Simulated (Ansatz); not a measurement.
Base system: Cu in the fcc (Cu type) structure (space group Fm-3m, No. 225; a = 3.5638 Å; relaxed with 0.1 eV smearing). Axes: x, y, z lie along the cube axes.

The values are results of PBEsol (Ansatz, a quantum-chemistry and plane-wave program), scalar-relativistic without spin-orbit coupling, not measurements.

It is then changed as follows: biaxial strain −0.83 %, plane normal [111], relaxed out of plane (Cartesian); in-plane vectors clamped, the third vector and the atoms free.

**Question.** Estimate the effect on the out-of-plane strain and in-plane stress.

**Answer.** The out-of-plane strain comes out as +0.59 %; the mean in-plane stress (compression positive) comes out as +2.8 GPa.

Whether these cells are dynamically stable was not tested. All final runs are without spin polarisation.
